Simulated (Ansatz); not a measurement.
Results of LDA in Ansatz (plane waves, PAW) for 1T (CdI2-type) MnBr₂.

Input:

Ansatz 0.2 input:
```yaml
crystal:
  lattice:
    - [3.7886955524, 0.0, 0.0]
    - [-1.8943477762, 3.2811065956, 0.0]
    - [0.0, 0.0, 6.1507256058]
  atoms:
    - { symbol: Mn, position: [0.0, 0.0, 0.0], spin: 4.0 }
    - { symbol: Br, position: [0.3333333333, 0.6666666667, 0.2449352756], spin: 0.0 }
    - { symbol: Br, position: [0.6666666667, 0.3333333333, 0.7550647244], spin: 0.0 }
basis:
  ecutwfc: 520
  ecutrho_ratio: 4
  xc_grid: 2
kpoints:
  mp_grid: { grid: [12, 12, 6] }
hamiltonian:
  xc: lda
  dispersion: none
  pseudopotentials: { kind: paw }
scf:
  occupations: { method: fermi_dirac, width: 0.01 }
output:
  forces: true
  stress: true
  eigenvalues: true
magnetization:
  spin_polarized: true
relax:
  f_tol: 0.004
  escape_saddle: false
  max_steps: 80
  cell: { stress_tol: 0.02, fix: [volume] }
```

Output (set-up and result lines):

```
Relaxation: its limit of steps is 80 (relax.max_steps)
Crystal: 3 atoms, lattice volume = 76.460 Å³
Basis set: ecut = 520 eV, 2033 PW (Γ), exchange–correlation on 60×60×96 points (8 copies of the dense FFT grid, shifted against one another)
Bands: 21, of which v1, the nominal top of the filled ones, is band 15 counted from 1 (14 counted from 0)
Symmetry: 12 space group operations
Space group: P-3m1 (ITA 164), of the structure as read, at distance tolerance 4.2e-5 Å
k-points: 100 of 864
Initial density: superposition of atomic densities (chi_scale 0.1, normalization cell, long waves kept (reshape's long-wave potential 0.17 eV rms))
Functional: x = slater, c = lda
spin=Collinear: Kerker preconditioning applied to the charge; magnetization (m = ρ↑ − ρ↓) channel mixes plain (no charge-response kernel on spin).
SCF 1 converged in 12 iterations: F = -9230.551930 eV  dr2 = 5.52e-8
Crystal: 3 atoms, lattice volume = 76.460 Å³
Initial density: handed on by an earlier stage of this run
spin=Collinear: Resta preconditioning applied to the charge; magnetization (m = ρ↑ − ρ↓) channel mixes plain (no charge-response kernel on spin).
SCF 2 converged in 8 iterations: F = -9230.554852 eV  dr2 = 6.26e-9
Crystal: 3 atoms, lattice volume = 76.460 Å³
spin=Collinear: Resta preconditioning applied to the charge; magnetization (m = ρ↑ − ρ↓) channel mixes plain (no charge-response kernel on spin).
SCF 3 converged in 7 iterations: F = -9230.563226 eV  dr2 = 1.17e-8
Crystal: 3 atoms, lattice volume = 76.460 Å³
spin=Collinear: Resta preconditioning applied to the charge; magnetization (m = ρ↑ − ρ↓) channel mixes plain (no charge-response kernel on spin).
SCF 4 converged in 6 iterations: F = -9230.563583 eV  dr2 = 3.16e-10
Crystal: 3 atoms, lattice volume = 76.460 Å³
spin=Collinear: Resta preconditioning applied to the charge; magnetization (m = ρ↑ − ρ↓) channel mixes plain (no charge-response kernel on spin).
SCF 5 converged in 6 iterations: F = -9230.563676 eV  dr2 = 5.68e-10
Crystal: 3 atoms, lattice volume = 76.460 Å³
spin=Collinear: Resta preconditioning applied to the charge; magnetization (m = ρ↑ − ρ↓) channel mixes plain (no charge-response kernel on spin).
SCF 6 converged in 6 iterations: F = -9230.563684 eV  dr2 = 8.69e-14
SCF converged after 6 iterations
Magnetization: 5.0000 μB (17.0000 up, 12.0000 down)
Free energy (F): -9230.563684 eV
Internal energy: -9230.563684 eV  (E = F + TS)
E sigma→0 (E₀):  -9230.563684 eV
Fermi energy:    5.914308 eV
--- Forces (eV/Å), atoms counted from 1 ---
  atom   1  Mn    -0.00000000     0.00000000     0.00000000
  atom   2  Br     0.00000000     0.00000000     0.00005605
  atom   3  Br    -0.00000000    -0.00000000    -0.00005605
--- Stress (GPa, compression-positive) ---
       -0.637314       0.000000       0.000000
        0.000000      -0.637314       0.000000
        0.000000       0.000000      -0.613354
  P = ⅓ Tr σ = -0.6293 GPa (-6.293 kbar)
```

The cell is one volume of an energy–volume scan, off the minimum.

The PAW data were made under PBE.

The run is spin-polarised with parallel starting moments, which need not be the measured order.

Note: the magnetic order was assumed, not searched for or taken from measurement. Note: LDA has no dispersion term either, though it tends to give short spacings of layers, chains or molecules. Note: the cell has widely spaced layers and the level no dispersion term, so their spacing and the moduli can rest on weak binding.

Cost on a shared machine: about 120 core-seconds (a rough figure).

Ansatz is a first-principles code.
